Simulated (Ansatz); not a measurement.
Here is the system:

```
PbSe
1.0
    4.40062     0.00000     0.00000
    0.00000     4.40062     0.00000
    2.20031    -2.20031     3.08394
Se Pb
1 1
Direct
  0.00000   0.00000   0.00000
  0.50000   0.50000   0.00000
```

No spin polarisation.

Calculations: r2SCAN (Ansatz, a first-principles code), spin-orbit coupling left out, earlier PAW set. Γ-centred 9×9×9 mesh, Fermi–Dirac width 0.05 eV.

### Question
Predict the electron mass.

### Answer
0.20 mₑ along k, 0.14 mₑ across (at L).

### Question
Estimate the space group.

### Answer
I4/mmm (No. 139).

### Question
What pressure (mean of the normal stresses, compression positive) does the calculation give?

### Answer
-6.5 kbar.

With Pb present, leaving out spin-orbit coupling can change the band edges. The levels and masses belong to the bands next to the band gap. The cells carry an imposed strain or load. Masses are band curvatures over ±0.01 Å⁻¹ around the edge. Along k means along the line from Γ to the band edge. No phonon test of stability was made. The cell was made from PbSe in the rock salt structure (space group Fm-3m, No. 225) by this change: biaxial strain +0.74 %, plane normal [001], relaxed out of plane.
